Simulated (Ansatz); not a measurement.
The starting structures come from a database of crystals and need not be the phases stable at ambient conditions.

**Evanescent states of Sr2ZnWO6 (I4/m, not sure to be the ambient phase, 10 atoms a cell, 13.1 Å³ an atom, -8 GPa at this level) along the normal of (100)**

All values below come from r2SCAN (plane waves, PAW; Ansatz, a first-principles code).

The gap is the functional's own. No spin-orbit coupling. Mid-gap values are interpolated on the energy grid.

Energies count from the valence-band top; κ is the least over a 6×4 mesh across the current.

```
E (eV)  κ (1/Å)  where
------  -------  -----
0.08      0.106  off Γ
0.24      0.172  off Γ
0.40      0.212  off Γ
0.56      0.241  off Γ
0.72      0.263  off Γ
0.88      0.281  off Γ
1.04      0.295  off Γ
1.20      0.307  off Γ
1.36      0.316  off Γ
1.52      0.323  off Γ
1.68      0.328  off Γ
1.84      0.331  off Γ
2.00      0.332  off Γ
2.16      0.332  off Γ
2.32      0.329  off Γ
2.48      0.324  off Γ
2.64      0.315  off Γ
2.80      0.304  off Γ
2.96      0.287  off Γ
3.12      0.263  off Γ
3.28      0.142  off Γ
```

Q: How thick must the barrier be to attenuate the transmission by 10^8 when the electrodes' Fermi level lies at 1.52 eV, and what attenuation does that film give at 0.24 eV?

A: d = 8 ln 10 / (2 × 0.323) = 28.5 Å. At 0.24 eV it gives 8 × 0.172/0.323 = 4.3 decades.
